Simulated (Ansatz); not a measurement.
The parent structure is SnO$_{2}$ in the rutile structure (space group P4_2/mnm, No. 136).

```xyz
6
Lattice="4.7599 0.0000 0.0000 0.0000 4.7599 0.0000 0.0000 0.0000 3.2008" Properties=species:S:1:pos:R:3 pbc="T T T"
Sn     0.0000     0.0000     0.0000
Sn     2.3800     2.3800     1.6004
O      1.4561     1.4561     0.0000
O      3.8361     0.9238     1.6004
O      0.9238     3.8361     1.6004
O      3.3038     3.3038     0.0000
```

Computed with r2SCAN in Ansatz (plane waves to 500 eV, PAW, spin-orbit coupling left out).

For the base:

```
Item                                  Result
---------------------  ---------------------
Lattice parameter a                  4.760 Å
Valence-band top at Γ  0.00, -0.77, -0.77 eV
```

It is then changed as follows: a negative pressure, −2 GPa.

How does this affect the lattice parameter a?

The lattice parameter a increases by 0.020 Å to 4.780 Å.

Predict the new valence-band top at Γ.

The valence-band top at Γ (three highest levels, from the VBM) changes from 0.00, -0.77, -0.77 eV to 0.00, -0.76, -0.76 eV.

The levels and masses belong to the bands next to the band gap. Load acts through the strain it causes; cell and atoms are relaxed under it. Whether these cells are dynamically stable was not tested.

Ansatz is a program for electronic structure.
